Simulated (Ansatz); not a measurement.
Subject: the reaction energy. Reaction: 1/2 Ti (hcp) + Cl2 (gas) → 1/2 TiCl4 (gas). The sign is products less reactants.

Ti (hcp, P6₃/mmc), 2 atoms in the cell; spin state with PBE: run without spin, k-point mesh 24×24×14 on the run's own vectors. Conventional cell: a = b = 2.939 Å, c = 4.656 Å, α = β = 90.00°, γ = 120.00°.

An isolated TiCl4 molecule (singlet) in a box of 14 × 14 × 15 Å.

An isolated Cl2 molecule (singlet) in a box of 11 × 11 × 14 Å.

Plane-wave PAW calculations with Ansatz (a quantum-chemistry and plane-wave program), its default PAW set, cutoff 420 eV. The structures are at rest with PBE; other levels are single points on them. HSE06 runs on coarser k-point meshes, mended by the PBE difference between the two meshes. Some cells are metallic or hold partly filled levels, where a hybrid on a coarse mesh is less sure. Neutral cells; Fermi-Dirac smearing of at most 0.10 eV in the solids, energies taken to zero width. The lattices are those relaxed with PBE, so at other levels the solids can be strained, which adds to the spread. A dispersion term (D3(BJ), or D4 for r2SCAN) was computed beside these levels and is taken off wherever the name lacks it. Static lattices, no vibrational contributions. The structures are the rest points that the relaxations reached, not proven lowest.

**Question.** What is the computed value (PBE)?

**Answer.** -4.12 eV, for 1/2 Ti (hcp) + Cl2 (gas) → 1/2 TiCl4 (gas).

**Question.** What do the other levels give, and how wide is the spread?

**Answer.** 
```json
[
 {"Level": "HSE06", "value (eV)": "-4.35", "less PBE": "-0.23"}
]
```

The levels span 0.23 eV, from HSE06 (-4.35) to PBE (-4.12).
